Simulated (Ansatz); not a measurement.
# Si3P4 (model structure, started from the Th3P4-type type, I-43d, No. 220, 14 atoms in the cell): properties by level of theory

| level (code) | equilibrium lattice constant a (Å) | cohesive energy (eV/atom) |
|---|---|---|
| LDA (Ansatz) | 7.914 | 4.77 |
| PBE-D3(BJ) (Ansatz) | 7.937 | 4.27 |
| r²SCAN+rVV10 (Ansatz) | 8.057 | 4.08 |

Ansatz's density-functional and Hartree–Fock values are scalar-relativistic unless marked +SOC, with PAW data made under PBE.

Free atoms are spin-polarised, in the lowest state found; at levels without +SOC their spin–orbit coupling is left out.

Computed values are for the static lattice.

A model structure was made by putting elements into a prototype or built by hand; it is no filed structure, need not be a known phase, and can be a saddle point held by its symmetry.

Ansatz is a first-principles code.
